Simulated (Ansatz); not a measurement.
Start from ScAl$_{3}$ in the Cu3Au type structure (space group Pm-3m, No. 221; a = 4.072 Å).

Method: plane-wave PAW DFT at the PBEsol level (Ansatz, a program for electronic structure, 420 eV), without spin-orbit coupling, earlier PAW set.

Before the change:

```
Item                                Value
-----------------------------  ----------
Shortest interatomic distance  5.441 bohr
Band gap                             zero
```

Now apply this change: K takes the place of Sc on all its sites, then cell and atoms are relaxed.

Tabulated Pauling electronegativity and covalent radius: Sc 1.36, 1.70 Å; K 0.82, 2.03 Å.

Task: How does this affect the shortest interatomic distance?

Result: The shortest interatomic distance increases by 0.5036 bohr to 5.944 bohr.

Task: What happens to the band gap?

Result: The band gap stays zero.

Whether these cells are dynamically stable was not tested. As relaxed here, KAl3 is a hypothetical phase, not in the database extracts checked. All final runs are without spin polarisation.
